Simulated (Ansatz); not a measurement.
Element substitutions in hypothetical zinc blende KI

The reference is KI in the zinc blende structure (space group F-43m, No. 216; a = 7.930 Å; a hypothetical phase, not in the database extracts checked).

Each row replaces one element on all its sites; cell and atoms are relaxed.

Level of theory: r2SCAN in Ansatz (plane waves to 500 eV, PAW, no spin-orbit coupling).

| change | band gap | volume per atom |
|---|---|---|
| base | 4.47 eV | 62.34 Å³ |
| I → F | 5.74 eV | 25.33 Å³ |
| K → Sc | zero | 35.30 Å³ |
| K → Cs | 4.29 eV | 83.04 Å³ |
| I → C | zero | 34.88 Å³ |

Other magnetic orders, which the real material may have, were not ruled out. Spin-orbit coupling, missing from the scalar runs, can matter with I. Whether these cells are dynamically stable was not tested. As relaxed here, KF, ScI, CsI and KC are hypothetical phases, not in the database extracts checked. Spin-polarised in the final run: ScI; the other runs are not. An odd electron count without spin: KC.

Ansatz is a program for electronic structure.
